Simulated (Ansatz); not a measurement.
Mo under a change: biaxial strain −1.00 %, plane normal [001], relaxed out of plane

The reference is Mo in the bcc (W type) structure (space group Im-3m, No. 229; a = 3.130 Å; relaxed with 0.1 eV smearing). Axes: x, y, z lie along the cube axes.

Perturbation: compressive biaxial strain of 1.00 % in the plane normal to [001], as in epitaxy on a mismatched substrate; the out-of-plane cell vector and the atoms relax.

The values are results of DFT with PBEsol, PAW potentials and a 420 eV plane-wave cutoff in Ansatz (a program for electronic structure), scalar-relativistic without spin-orbit coupling, not measurements. Γ-centred 29×29×29 mesh, Fermi–Dirac width 0.1 eV.

The volume per atom drops by 0.196 Å³, from 15.33 Å³ to 15.14 Å³ and the space group becomes I4/mmm (No. 139) (base: Im-3m (No. 229)). The shortest interatomic distance shrinks by 0.0114 Å, from 2.711 Å to 2.699 Å and the energy rises by 5.3 meV/atom. The pressure (mean of the normal stresses, compression positive) goes from zero to 3.7 GPa and the band gap stays zero. The out-of-plane strain amounts to +0.73 % and the ratio −ε⊥/ε∥ is 0.73. The mean in-plane stress (compression positive) is +5.6 GPa.

Cost of the whole job for the changed cell (relaxation, final SCF and bands): very roughly 70 core-seconds.

Stability against distortions was not tested. All final runs are without spin polarisation.
